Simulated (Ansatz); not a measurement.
How a calculation on BaFeO3 (Pm-3m, 5 atoms in the cell) responds to its settings

```
BaFeO3
1.0
    4.02000     0.00000     0.00000
    0.00000     4.02000     0.00000
    0.00000     0.00000     4.02000
Fe O Ba
1 3 1
Direct
  0.50000   0.50000   0.50000
  0.50000   0.50000   0.00000
  0.00000   0.50000   0.50000
  0.50000   0.00000   0.50000
  0.00000   0.00000   0.00000
```
Moments meant for the start (each program seeds them in its own way; μB, in the order of the atoms Fe O O O Ba): 4.0 0.0 0.0 0.0 0.0.

Base run A: PBEsol, default PAW files made with PBE (Ansatz, an electronic-structure program), self-consistent single point.

Its settings: basis.ecutwfc = 420 eV; kpoints.mp_grid.grid = 8 8 8; hamiltonian.xc = pbesol; hamiltonian.pseudopotentials = {kind: paw} (the program's default PAW files); magnetization.spin_polarized = true; scf.occupations.method = methfessel_paxton; scf.occupations.width = 0.136 eV.

The starting cell comes from a database of published, mostly measured structures (it also holds non-ambient and calculated ones), without a prior relaxation at this level. With one magnetic atom in the cell only a parallel order is possible. In the base run, with a pressure of about -13 GPa the cell is away from its equilibrium volume at this level. Ansatz's pressure includes its estimate of the finite-basis (Pulay) stress.

ΔF is the free energy per atom less that of run A. 

Run A gave: pressure (GPa) -12.50; size of the net moment (μB/atom) 0.76; TS (meV/atom) 0.3.

Runs:
- B: scf.occupations.width = 0.002 eV
- C: scf.occupations.width = 0.01 eV
- D: scf.occupations.width = 0.025 eV
- E: scf.occupations.width = 0.05 eV
- F: scf.occupations.width = 0.1 eV
- G: scf.occupations.width = 0.15 eV
- H: scf.occupations.width = 0.2 eV
- I: scf.occupations.width = 0.3 eV
- J: scf.occupations.width = 0.5 eV

Task: What does run E change against A?

Result: The free energy stays essentially unchanged (within 1 meV/atom), the pressure goes from -12.50 to -12.36 GPa and the size of the net moment hardly changes (0.76 to 0.77 μB/atom).

Task: What does run I change against A?

Result: The free energy is nearly the same (within 1 meV/atom), the pressure goes from -12.50 to -12.71 GPa and the size of the net moment stays at 0.76 μB/atom.

Task: What does run B change against A?

Result: The free energy is nearly the same (within 1 meV/atom), the pressure goes from -12.50 to -12.34 GPa and the size of the net moment moves little (0.76 to 0.77 μB/atom).

```
run  ΔF (meV/atom)  pressure (GPa)  size of the net moment (μB/atom)  TS (meV/atom)
---  -------------  --------------  --------------------------------  -------------
A             0.00          -12.50                              0.76            0.3
B             0.24          -12.34                              0.77            0.0
C             0.23          -12.34                              0.77            0.0
D             0.21          -12.34                              0.77            0.0
E             0.20          -12.36                              0.77            0.1
F             0.08          -12.45                              0.77            0.2
G            -0.03          -12.52                              0.76            0.3
H            -0.10          -12.59                              0.76            0.2
I             0.22          -12.71                              0.76           -2.5
J              4.4          -12.84                              0.76          -18.2
```

Left out of this page: 1 run of the series unsound by tests on forces, stress, charge or solver warnings.

Keys are those of Ansatz 0.2.
